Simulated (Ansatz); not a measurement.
Consider BaHfO$_{3}$ in the cubic perovskite structure (space group Pm-3m, No. 221; a = 4.158 Å).

Levels (all Ansatz, a quantum-chemistry and plane-wave program, PAW): PBEsol (420 eV, no SOC); r2SCAN (500 eV, no SOC); HSE06 (420 eV, no spin-orbit coupling).

One geometry, relaxed with PBEsol, under each level:

| level | band gap | lowest conduction level above the VBM at special points | pressure |
|---|---|---|---|
| PBEsol | 3.58 eV | Γ 3.58 eV; X 4.06 eV; R 6.11 eV; M 6.34 eV | 0.00 GPa |
| r2SCAN | ? | ? | ? |
| HSE06 | 5.21 eV | Γ 5.21 eV; X 5.76 eV; R 7.75 eV | – |

Q: Give the withheld r2SCAN results.

A: 
- r2SCAN, band gap: 4.23 eV
- r2SCAN, lowest conduction level above the VBM at special points: Γ 4.23 eV; X 4.70 eV; R 6.83 eV; M 6.94 eV
- r2SCAN, pressure: 2.48 GPa

Single points use the geometry relaxed with PBEsol. Their cutoffs differ, which shifts pressures a little. The hybrid gap comes from the SCF mesh plus the semilocal run's edge points and a few special points and is an upper bound. Spin-orbit coupling, missing from the scalar runs, can matter with Hf. No phonon test of stability was made. The base started in P4mm and relaxed to Pm-3m at this level.
